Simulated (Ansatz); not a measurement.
## A self-consistent single point of TaBe₂ (R3m, 6 atoms in the cell) with Ansatz

Computed with PBEsol, default PAW files made with PBE (plane waves; Ansatz, a quantum-chemistry and plane-wave program).

Input as run:

Ansatz 0.2 input:
```yaml
crystal:
  lattice:
    - [0.000000, 3.246097, 3.246097]
    - [3.246097, 0.000000, 3.246097]
    - [3.246097, 3.246097, 0.000000]
  atoms:
    - { symbol: Ta, position: [0.754446, 0.754446, 0.754446] }
    - { symbol: Ta, position: [0.500000, 0.500000, 0.500000] }
    - { symbol: Be, position: [0.125000, 0.625000, 0.125000] }
    - { symbol: Be, position: [0.125000, 0.125000, 0.125000] }
    - { symbol: Be, position: [0.625000, 0.125000, 0.125000] }
    - { symbol: Be, position: [0.125000, 0.125000, 0.625000] }
basis:
  ecutwfc: 420.0
kpoints:
  mp_grid:
    grid: [8, 8, 8]
hamiltonian:
  xc: pbesol
  pseudopotentials:
    kind: paw
scf:
  occupations:
    method: fermi_dirac
    width: 0.1
output:
  forces: true
  eigenvalues: true
  stress: true
```

Output, abridged:

```
WARN ansatz: RAYON_NUM_THREADS=1 ignored (pool sized by the plan → 1); use --threads N
Pseudopotentials: kind: paw
Pseudopotential: Ta, paw, valence charge 13
Pseudopotential: Be, paw, valence charge 2
Crystal: 6 atoms, lattice volume = 68.409 Å³
Basis set: ecut = 420 eV, 1363 PW (Γ), exchange–correlation on 64×64×64 points (8 copies of the dense FFT grid, shifted against one another)
Bands: 23, of which v1, the nominal top of the filled ones, is band 17 counted from 1 (16 counted from 0)
Symmetry: 6 space group operations
Space group: R3m (ITA 160), of the structure as read, at distance tolerance 4.1e-5 Å
k-points: 65 of 512 (time reversal used)
PAW frozen core: Ta, regenerated for the run's functional, and the local potential with it
PAW frozen core: Be, regenerated for the run's functional, and the local potential with it
Initial density: superposition of atomic densities (neutral atoms: chi_scale 0, normalization atom), corrected by the library's trained network
Initial wavefunctions: pseudopotential atomic-orbital guess
Eigensolver: davidson
Functional: x = pbesol(κ = 0.804, μ = 0.12345679012345678), c = pbesol(β = 0.046)
SCF iter   1: F=—  HF=-19975.568806 eV  |F-HF|=—  |Δ(HF+E_count)|=         —  Δρ=4.83e-3  dr2=2.11e-2  ethr=1.77e-3  ⟨swp⟩=5.7  Hψ=7356  notcnv=0  defer=4
all-band conjugate gradients solve this SCF's bands
preconditioner: auto → Kerker (q_TF=auto, 2.428 Å⁻¹)
SCF iter   2: F=—  HF=-19975.565506 eV  |F-HF|=—  |Δ(HF+E_count)|=   3.30e-3  Δρ=2.55e-3  dr2=4.54e-3  ethr=6.20e-5  ⟨swp⟩=1.0  Hψ=2015  notcnv=0  defer=3
SCF iter   3: F=—  HF=-19975.564455 eV  |F-HF|=—  |Δ(HF+E_count)|=   1.05e-3  Δρ=5.41e-4  dr2=2.64e-4  ethr=1.33e-5  ⟨swp⟩=1.0  Hψ=1476  notcnv=0  defer=3
SCF iter   4: F=—  HF=-19975.564389 eV  |F-HF|=—  |Δ(HF+E_count)|=   6.55e-5  Δρ=6.59e-5  dr2=1.18e-6  ethr=7.77e-7  ⟨swp⟩=2.1  Hψ=1848  notcnv=0  defer=3
SCF iter   5: F=—  HF=-19975.564482 eV  |F-HF|=—  |Δ(HF+E_count)|=   9.24e-5  Δρ=7.10e-6  dr2=2.77e-8  ethr=3.47e-9  ⟨swp⟩=2.3  Hψ=2165  notcnv=0  defer=3
SCF iter   6: F=-19975.564482 eV  HF=-19975.564482 eV  |F-HF|=7.68e-10  |Δ(HF+E_count)|=   2.71e-9  Δρ=9.07e-7  dr2=9.85e-10  ethr=8.15e-11  ⟨swp⟩=3.6  Hψ=5433  notcnv=0
SCF 1 converged in 6 iterations: F = -19975.564482 eV  dr2 = 9.85e-10
SCF converged after 6 iterations
Free energy (F): -19975.564482 eV
Harris-Foulkes:  -19975.564482 eV  (|F-HF|=7.68e-10)
Internal energy: -19975.433427 eV  (E = F + TS)
E sigma→0 (E₀):  -19975.498954 eV
Entropy (-TS):   -0.131055 eV (-21.842 meV/atom)
Fermi energy:    12.830792 eV
--- Per-component energies (eV) ---
  E_band       = -282.171262
  E_kinetic    = 814.891252
  E_local      = -1658.724949  (includes V_loc(G=0)·N_el)
  E_nonlocal   = 52.661207
  E_hartree    = 618.202987
  E_xc         = -512.535235
  E_vxc        = -490.878844  (∫ρ·V_xc dr)
  E_paw        = -16774.431614  (= ΣΔE_a)
  E_vpaw       = -236.527393  (= ΣTr[D̂ρ^β])
  E_aug_tail   = 0.000332  (compensation charges beyond the density's cutoff)
  E_ewald      = -2515.962825
  E_core_change = 0.465418  (= ΣΔE_core)
  E_smearing   = -0.131055  (= −TS)
  E_closure    = 0.000000  (closes the sum)
  Σ components = -19975.564482   (vs F -19975.564482, Δ=0.00e0)
--- Forces (eV/Å), atoms counted from 1 ---
  atom   1  Ta    -0.36145166    -0.36145166    -0.36145166
  atom   2  Ta     0.14783394     0.14783394     0.14783394
  atom   3  Be     0.05258673     0.06732160     0.05258673
  atom   4  Be     0.04112379     0.04112379     0.04112379
  atom   5  Be     0.06732160     0.05258673     0.05258673
  atom   6  Be     0.05258673     0.05258673     0.06732160
  max |Σ_I F_I| component: 1.13e-6 eV/Å
--- Stress (GPa, compression-positive) ---
       -1.443481      -0.076711      -0.076711
       -0.076711      -1.443481      -0.076711
       -0.076711      -0.076711      -1.443481
  P = ⅓ Tr σ = -1.4435 GPa (-14.435 kbar)
  The stress holds the Pulay correction. Without it, at fixed plane waves, as pw.x and ABINIT print it: P = -1.4867 GPa
--- Band table (eV; the first three rows and the last of 65) ---
  k-point 0: bands = ["-54.0455", "-53.9181", "-20.8170", "-20.8170", "-20.7529", "-20.3621", "-20.2950", "-20.2950", "3.8617", "9.9658", "9.9658", "10.3844", "10.6448", "10.6448", "10.7137", "11.4423", "11.5808", "11.5808", "16.8661", "17.4771", [...]
  k-point 1: bands = ["-54.0418", "-53.9219", "-20.8266", "-20.8167", "-20.7623", "-20.3528", "-20.2967", "-20.2851", "4.0457", "9.7833", "9.9298", "9.9335", "10.3453", "10.6918", "10.7473", "11.6153", "11.7397", "12.2360", "17.3056", "17.3746", [...]
  k-point 2: bands = ["-54.0316", "-53.9322", "-20.8484", "-20.8164", "-20.7830", "-20.3332", "-20.2998", "-20.2627", "4.5746", "8.6981", "9.8267", "9.8334", "10.0581", "10.8989", "10.9320", "11.9684", "12.0813", "12.9757", "16.7628", "17.0118", [...]
  k-point 64: bands = ["-54.0202", "-53.9437", "-20.8651", "-20.8651", "-20.7711", "-20.3559", "-20.2464", "-20.2464", "6.1851", "6.6097", "9.7177", "9.7177", "10.4126", "11.4085", "11.4085", "11.9982", "12.6065", "12.6065", "15.5639", "15.5639", [...]
```

The run converged in 6 iterations.

The starting cell comes from a database of computed structures (which also holds hypothetical and non-ambient phases and stackings), without a prior relaxation at this level. Its lattice was rescaled by up to half a per cent. One atom was moved a little off its site on purpose. Spin-orbit coupling is off. Spin polarisation is off. Ansatz's pressure includes its estimate of the finite-basis (Pulay) stress.
